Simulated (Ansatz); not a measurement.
The parent structure is BaTiO₃ in the cubic perovskite structure (space group Pm-3m, No. 221; a = 3.935 Å). Axes: x, y, z lie along the cube axes.

Method: DFT with LDA, PAW potentials and a 420 eV plane-wave cutoff in Ansatz (an electronic-structure program), scalar-relativistic without spin-orbit coupling.

Perturbation: compressive biaxial strain of 2.40 % in the plane normal to [001], as in epitaxy on a mismatched substrate; the out-of-plane cell vector and the atoms relax.

Q: What does the calculation give for the energy relative to the base, in-plane stress and ratio −ε⊥/ε∥ after the change?

A: The energy increases by 18 meV/atom; the mean in-plane stress (compression positive) is +10.6 GPa; the ratio −ε⊥/ε∥ comes out as 0.73.

Whether these cells are dynamically stable was not tested. The final runs are not spin-polarised. Many cubic perovskites are stable only at high temperature; tilts and polar distortions were not tested. This is not the structure that BaTiO3 has at room temperature and ambient pressure.
